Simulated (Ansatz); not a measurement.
We consider Nb (model structure, P6₃/mmc, No. 194, 2 atoms in the cell), described by LDA in Ansatz (plane waves, PAW).

Numerical settings: plane-wave cutoff 520 eV, 24×24×12 k mesh (along the axes of the cell as run), Fermi–Dirac smearing 0.05 eV, no spin polarisation, scalar-relativistic PAW data made under PBE.

Cell (relaxed at this level):

```
Nb
1.0
    2.80853     0.00000     0.00000
   -1.40426     2.43226     0.00000
    0.00000     0.00000     5.16435
Nb
2
Direct
  0.33333   0.66667   0.25000
  0.66667   0.33333   0.75000
```

### Question
Give the computed bulk modulus.

### Answer

bulk modulus: 181 GPa

Note: the run has no spin polarisation, so it can have missed a magnetic state; the bulk modulus is −V dP/dV from two relaxed cells at ±2 % in volume; the relaxation could raise the start's symmetry but not lower it, so the cell can be a saddle point.

Static lattice: no zero-point or thermal effects.

It cost around 2.0 core-minutes (rough) of CPU time.

A model structure was made by putting elements into a prototype or built by hand; it is no filed structure, need not be a known phase, and can be a saddle point held by its symmetry.

Ansatz is a quantum-chemistry and plane-wave program.
